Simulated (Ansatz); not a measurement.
Reference: LiBr (Fm-3m), PBEsol, rigid bands (plane waves, PAW, scalar-relativistic; Ansatz, a program for electronic structure); geometry: cell and atoms relaxed with PBEsol.

```
CELL_PARAMETERS angstrom
      0.00000     2.70550     2.70550
      2.70550     0.00000     2.70550
      2.70550     2.70550     0.00000
ATOMIC_POSITIONS crystal
  Li 0.00000 0.00000 0.00000
  Br 0.50000 0.50000 0.50000
```

* **band gap**: 4.98 eV
* **electron conductivity mass**: 0.35 mₑ
* **Seebeck coefficient, n-type 1e19 cm⁻³**: -171 μV/K

Swap Br for Cl, keeping the structure type. How do these values move?

LiCl (Fm-3m): volume per atom 19.8 to 16.2 Å³; band gap rises (4.98 eV to 6.35 eV); electron conductivity mass rises (0.35 mₑ to 0.48 mₑ); Seebeck coefficient, n-type 1e19 cm⁻³ rises in size (-171 μV/K to -206 μV/K).

Replace Br by F on the same sites and relax. What happens?

LiF (Fm-3m): volume per atom 19.8 to 8.0 Å³; band gap rises (4.98 eV to 9.05 eV); electron conductivity mass rises (0.35 mₑ to 0.90 mₑ); Seebeck coefficient, n-type 1e19 cm⁻³ rises in size (-171 μV/K to -283 μV/K).

Replace Li by Rb on the same sites and relax. What happens?

RbBr (Fm-3m): volume per atom 19.8 to 40.1 Å³; band gap falls (4.98 eV to 4.23 eV); electron conductivity mass rises (0.35 mₑ to 0.37 mₑ); Seebeck coefficient, n-type 1e19 cm⁻³ stays about the same (-171 μV/K to -178 μV/K).

Moves up to 5 % count as about the same. Masses are for dilute carriers at 300 K, harmonic means over directions unless an axis is named. Seebeck coefficients are for the stated density at 300 K, with one relaxation time for all states and whether or not that doping can be reached. Spin-orbit coupling is left out.

Formula and space group known from diffraction (Crystallography Open Database), not checked to be the room-temperature form: RbBr (Fm-3m).
